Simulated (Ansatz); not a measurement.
Results of r²SCAN (plane waves, PAW; Ansatz, a first-principles code) for GaAlN2 (P3m1, No. 156, 4 atoms in the cell; start mp-1228894).

Settings: plane-wave cutoff 560 eV, 12×12×8 k mesh (along the axes of the cell as run), Fermi–Dirac smearing 0.01 eV, scalar-relativistic PAW data made under PBE.

Cell (relaxed with PBEsol):

```
CELL_PARAMETERS angstrom
      3.14665     0.00000     0.00000
     -1.57333     2.72508     0.00000
      0.00000     0.00000     5.09639
ATOMIC_POSITIONS crystal
  Al 0.00000 0.00000 0.99952
  Ga 0.66667 0.33333 0.49720
  N  0.66667 0.33333 0.11257
  N  0.00000 0.00000 0.62710
```

Task: What does this level give for the band gap?

Result: 
- band gap = 3.38 eV (direct)

Note: cell and atoms aren't relaxed at this level (largest force component 0.06 eV/Å, pressure -0.6 GPa).

Spin–orbit coupling is not included.

Static lattice: no zero-point or thermal effects.

Computing time: roughly 30 core-seconds.

A start named mp-… is a Materials Project structure, which need not be a measured phase.
